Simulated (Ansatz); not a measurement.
Consider Si in the diamond structure (space group Fd-3m, No. 227; a = 5.4336 Å).

It is then changed as follows: every lattice vector is stretched by 1.00 %, atoms relaxed at fixed cell.

Levels (all Ansatz, a program for electronic structure, PAW, earlier PAW set): PBEsol (420 eV, no spin-orbit coupling); r2SCAN (500 eV, no spin-orbit coupling); HSE06 (420 eV, scalar-relativistic without spin-orbit coupling); PBEsol+SOC (420 eV, with spin-orbit coupling); HSE06+SOC (420 eV, noncollinear with spin-orbit coupling).

One geometry, relaxed with PBEsol, under each level:

Notes on the quantities. hole mass: degenerate bands, along [100].

The valence-band top lists the three highest levels at Γ (Kramers pairs under SOC), from the VBM.

| level | band gap | lowest conduction level above the VBM at special points | valence-band top at Γ | electron mass | hole mass | pressure |
|---|---|---|---|---|---|---|
| PBEsol | 0.52 eV | X 0.66 eV; K 1.14 eV; U 1.14 eV; L 1.35 eV | 0.00, 0.00, 0.00 eV | 0.93 mₑ along k, 0.19 mₑ across (off the special points) | 0.15, 0.27, 0.27 mₑ (at Γ) | -2.64 GPa |
| r2SCAN | 0.82 eV | X 0.97 eV; K 1.46 eV; U 1.46 eV; L 1.75 eV | – | 0.93 mₑ along k, 0.20 mₑ across (off the special points) | 0.16, 0.26, 0.26 mₑ (at Γ) | -2.22 GPa |
| HSE06 | 1.19 eV | X 1.33 eV; K 1.85 eV; U 1.85 eV; Γ 3.29 eV | – | – | – | – |
| PBEsol+SOC | 0.50 eV | X 0.64 eV; K 1.12 eV; U 1.12 eV; L 1.34 eV | 0.00, 0.00, -0.05 eV | 0.93 mₑ along k, 0.19 mₑ across (off the special points) | 0.18, 0.26 mₑ (at Γ) | -2.64 GPa |
| HSE06+SOC | 1.17 eV | X 1.32 eV; K 1.83 eV; U 1.83 eV; Γ 3.25 eV | 0.00, 0.00, -0.05 eV | – | – | – |

Single points use the geometry relaxed with PBEsol. Their cutoffs differ, which shifts pressures a little. HSE06 was sampled on its mesh, a few special points and the semilocal edge points, so its gap is an upper bound. Differences between runs with and without spin-orbit coupling are approximate. The cells carry an imposed strain or load. Masses are band curvatures over ±0.01 Å⁻¹ around the edge. Along k means along the line from Γ to the band edge. Whether these cells are dynamically stable was not tested.
